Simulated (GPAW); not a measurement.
Input and output of a self-consistent single point for FeSb (P6_3/mmc, 4 atoms in the cell) (GPAW).

Level of theory: PBEsol, GPAW PAW datasets PBEsol (made by gpaw-setup) (plane waves; GPAW).

```
CELL_PARAMETERS angstrom
      4.01481     0.00000     0.00000
     -2.00740     3.47693     0.00000
      0.00000     0.00000     5.01976
ATOMIC_POSITIONS crystal
  Fe 0.00000 0.00000 0.00000
  Fe 0.00000 0.00000 0.50000
  Sb 0.66667 0.33333 0.25000
  Sb 0.33333 0.66667 0.75000
```
Moments meant for the start (each program seeds them in its own way; μB, in the order of the atoms Fe Fe Sb Sb): 4.0 4.0 0.0 0.0.

Reference input (self-consistent single point, DFT LDA (Perdew-Wang 92), plane waves, GPAW PAW datasets LDA (gpaw-data 1.0.1)): spinpol = true; mode = pw; ecut = 800 eV; xc = LDA; kpts = 6 6 4; mesh shift (steps) = 0 0 0; occupations.name = methfessel-paxton; occupations.width = 0.136 eV; occupations.order = 0; nbands = -10; convergence.forces = 0.001 eV/Å; symmetry.symmorphic = false. This run's input differs from it in these lines:

```diff
@@ -18,3 +18,3 @@
             mode={'name': 'pw', 'ecut': 800},
-            xc='LDA',
+            xc='PBEsol',
             kpts={'size': (6, 6, 4), 'gamma': True},
```

Its files differ too (potentials: GPAW PAW datasets PBEsol (made by gpaw-setup)).

Log, with long lists cut:

```
     iter     time        total  log10-change:         magmom
                         energy   eigst   dens  force
iter:   1 --:--:--   -29.020729                          +8.0116
iter:   2 --:--:--   -29.848175   -0.37  -1.31           +5.1817
iter:   3 --:--:--   -29.532836   -0.96  -1.33           +2.9190
iter:   4 --:--:--   -29.843625   -1.64  -1.52           +3.0801
iter:   5 --:--:--   -29.471726   -1.98  -1.40           +2.8928
iter:   6 --:--:--   -29.403119   -1.56  -1.78           +2.7504
iter:   7 --:--:--   -29.313124   -2.06  -1.80           +2.8330
iter:   8 --:--:--   -29.254569   -2.89  -2.08           +2.8110
   [... lines left out ...]
iter:  13 --:--:--   -29.254601c  -5.37  -3.51           +2.8855
iter:  14 --:--:--   -29.254560c  -6.12  -3.53           +2.8782
   [... 3 lines left out ...]
iter:  18 --:--:--   -29.254441c  -6.63  -3.67           +2.8786
iter:  19 --:--:--   -29.254425c  -7.15  -3.68           +2.8787
iter:  20 --:--:--   -29.254401c  -6.47  -3.70           +2.8790
iter:  21 --:--:--   -29.254422c  -6.85  -3.92           +2.8803
iter:  22 --:--:--   -29.254423c  -7.43c -4.12c          +2.8823
iter:  23 --:--:--   -29.254408c  -6.67  -4.25c          +2.8835
iter:  24 --:--:--   -29.254406c  -7.69c -4.59c -17.01c   +2.8834
Converged after 24 iterations.

Dipole moment: (0.000000, -0.000000, -0.000000) |e|*Ang

Total magnetic moment: (0.000000, 0.000000, 2.883351)
Local magnetic moments:
   0 Fe ( 0.000000,  0.000000,  1.504840)
   1 Fe ( 0.000000,  0.000000,  1.504840)
   2 Sb ( 0.000000,  0.000000, -0.064107)
   3 Sb ( 0.000000,  0.000000, -0.064107)

Energy contributions relative to reference atoms: (reference = -421583.866125)

Kinetic:        +15.651397
Potential:      -11.439215
External:        +0.000000
XC:             -33.796362
Entropy (-ST):   -0.040324
Local:           +0.349936
SIC:             +0.000000
--------------------------
Free energy:    -29.274568
Extrapolated:   -29.254406

Spin contamination: 0.256158 electrons
Showing only first 2 kpts
                      Up                     Down
   [... lines left out ...]
Fermi level: 9.45123
No gap
   [... lines left out ...]
Energy (eV): -29.254406

Forces in eV/Ang:
  0 Fe   -0.00000    0.00000    0.00000
  1 Fe   -0.00000    0.00000    0.00000
  2 Sb    0.00000    0.00000   -0.00000
  3 Sb    0.00000    0.00000    0.00000

Stress tensor:
     0.028045     0.000000     0.000000
     0.000000     0.028045     0.000000
     0.000000     0.000000     0.034138
Stress (GPa, Voigt): [4.4934 4.4934 5.4696 0.     0.     0.    ]
```

The run converged in 24 iterations. GPAW prints stress with tension positive. Against the reference run the pressure goes from -9.62 to -4.82 GPa and the size of the net moment goes from 0.67 to 0.72 μB/atom.

The starting cell comes from a database of computed structures (which also holds hypothetical and non-ambient phases and stackings), without a prior relaxation at this level. The magnetic order is the one reached from the typed start; others were not searched systematically. With a pressure of about -5 GPa the cell is away from its equilibrium volume at this level.

Cost on one core of a shared machine: roughly 4 min.
